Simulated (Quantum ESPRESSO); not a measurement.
# How a calculation on MgSi (P-1, 12 atoms in the cell) responds to its settings

```cif
data_Mg6Si6
_chemical_formula_sum 'Mg6 Si6'
_space_group_name_H-M_alt 'P 1'
_space_group_IT_number 1
_cell_length_a 4.51659
_cell_length_b 5.42830
_cell_length_c 9.93711
_cell_angle_alpha 93.622
_cell_angle_beta 102.574
_cell_angle_gamma 110.706
loop_
_space_group_symop_operation_xyz
  'x, y, z'
loop_
_atom_site_label
_atom_site_type_symbol
_atom_site_fract_x
_atom_site_fract_y
_atom_site_fract_z
_atom_site_occupancy
Mg1 Mg 0.54464 0.67388 0.38671 1
Mg2 Mg 0.45536 0.32612 0.61329 1
Mg3 Mg 0.22590 0.62306 0.82319 1
Mg4 Mg 0.77410 0.37694 0.17681 1
Mg5 Mg 0.84102 0.97349 0.71279 1
Mg6 Mg 0.15898 0.02651 0.28721 1
Si1 Si 0.42403 0.74353 0.11104 1
Si2 Si 0.57597 0.25647 0.88896 1
Si3 Si 0.13817 0.24158 0.00911 1
Si4 Si 0.86183 0.75842 0.99089 1
Si5 Si 0.83676 0.27025 0.44121 1
Si6 Si 0.16324 0.72975 0.55879 1
```

Base run A: LDA (PZ), GBRV 1.5 ultrasoft (LDA) pseudopotentials (Quantum ESPRESSO), self-consistent single point.

Its settings: ecutwfc = 40 Ry; ecutrho = 200 Ry; occupations = smearing; smearing = fd; degauss = 0.0073499 Ry; potentials = {Mg: mg_lda_v1.4.uspp.F.UPF, Si: si_lda_v1.uspp.F.UPF}; K_POINTS = automatic 4 3 2 0 0 0; conv_thr = 1e-10 Ry.

The starting cell comes from a database of computed structures (which also holds hypothetical and non-ambient phases and stackings), without a prior relaxation at this level. Without a gap this mesh is coarse (it stands for a supercell whose shortest vector is 16 Å).

ΔF is the free energy per atom less that of run A. 

```json
[
 {"run": "A", "degauss": "0.0073499 Ry", "ΔF (meV/atom)": "0.00", "pressure (GPa)": "-2.42", "largest force (eV/Å)": "0.254", "TS (meV/atom)": "11.3"},
 {"run": "B", "degauss": "0.000146997 Ry", "ΔF (meV/atom)": "5.5", "pressure (GPa)": "-2.51", "largest force (eV/Å)": "0.322", "TS (meV/atom)": "0.0"},
 {"run": "C", "degauss": "0.000734986 Ry", "ΔF (meV/atom)": "5.4", "pressure (GPa)": "-2.49", "largest force (eV/Å)": "0.320", "TS (meV/atom)": "0.1"},
 {"run": "D", "degauss": "0.0018375 Ry", "ΔF (meV/atom)": "5.1", "pressure (GPa)": "-2.47", "largest force (eV/Å)": "0.310", "TS (meV/atom)": "0.8"},
 {"run": "E", "degauss": "0.0036749 Ry", "ΔF (meV/atom)": "4.0", "pressure (GPa)": "-2.45", "largest force (eV/Å)": "0.290", "TS (meV/atom)": "2.6"},
 {"run": "F", "degauss": "0.011025 Ry", "ΔF (meV/atom)": "-7.5", "pressure (GPa)": "-2.38", "largest force (eV/Å)": "0.224", "TS (meV/atom)": "28.0"},
 {"run": "G", "degauss": "0.0147 Ry", "ΔF (meV/atom)": "-18.6", "pressure (GPa)": "-2.32", "largest force (eV/Å)": "0.198", "TS (meV/atom)": "52.0"},
 {"run": "H", "degauss": "0.02205 Ry", "ΔF (meV/atom)": "-51.8", "pressure (GPa)": "-2.16", "largest force (eV/Å)": "0.198", "TS (meV/atom)": "120.3"},
 {"run": "I", "degauss": "0.036749 Ry", "ΔF (meV/atom)": "-158.4", "pressure (GPa)": "-1.62", "largest force (eV/Å)": "0.219", "TS (meV/atom)": "331.4"},
 {"run": "J", "degauss": "0.058799 Ry", "ΔF (meV/atom)": "-412.1", "pressure (GPa)": "-0.29", "largest force (eV/Å)": "0.211", "TS (meV/atom)": "815.4"}
]
```

Run D against A: The free energy goes up by 5.1 meV/atom, the pressure stays near -2.47 GPa while the xx stress (positive for compression) goes from -1.49 to -1.15 GPa and the largest force goes from 0.254 to 0.310 eV/Å.

Run F against A: The free energy drops by 7.5 meV/atom, the pressure moves little (-2.42 to -2.38 GPa) and the largest force goes from 0.254 to 0.224 eV/Å.
